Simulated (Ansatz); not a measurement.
System: interstitial P in silicon strained by -1.5 % along x and y, z held (charge state -1). Method: PBE, PAW (plane waves to 420 eV; Ansatz, a first-principles code).

64-site cell at the strained lattice (strain from the relaxed PBE one, atoms relaxed), a 2×2×2 k-point mesh shifted by half a step, smearing 0.01 eV, spin-restricted, no finite-size correction. Static, classical nuclei. The charge state is imposed; whether it is stable for some Fermi level was not computed. Sites that were not tried may lie lower.

Barriers: single points on a 3×3×3 k-point mesh shifted by half a step at the bands' geometries.

The step: one P atom jumps by itself. Atoms about the jump, Cartesian Å from the middle of the jump, before and after:

```
atom     x0     y0     z0     x1     y1     z1
----  -----  -----  -----  -----  -----  -----
P1     0.02  -0.46  -0.46  -0.02   0.46   0.46
Si2   -1.90  -0.57   0.56  -1.93  -0.60   0.56
Si3    0.13   1.46  -1.48   0.13   1.42  -1.49
Si4   -0.26  -1.74   1.75  -0.25  -1.75   1.72
Si5    1.22   2.58   0.22   1.29   2.61   0.16
Si6    1.30  -0.18  -2.67   1.22  -0.24  -2.64
Si7    2.48  -1.58  -1.16   2.44  -1.55  -1.11
Si8    2.43   1.07   1.54   2.48   1.12   1.57
Si9    1.14  -2.92   0.24   1.11  -2.94   0.24
Si10   1.11  -0.27   2.96   1.14  -0.26   2.94
```

Task: Give the saddle-point geometry and the barrier.

Result: 
| atom | x | y | z |
|---|---|---|---|
| P1 | 0.21 | 0.01 | -0.05 |
| Si2 | -1.79 | -0.53 | 0.52 |
| Si3 | 0.15 | 1.56 | -1.61 |
| Si4 | -0.29 | -1.79 | 1.79 |
| Si5 | 1.25 | 2.58 | 0.17 |
| Si6 | 1.27 | -0.19 | -2.66 |
| Si7 | 2.43 | -1.56 | -1.13 |
| Si8 | 2.43 | 1.09 | 1.56 |
| Si9 | 1.11 | -2.92 | 0.26 |
| Si10 | 1.11 | -0.28 | 2.95 |
It lies 0.11 eV above the start and 0.11 eV above the end. The saddle point's order was not checked.
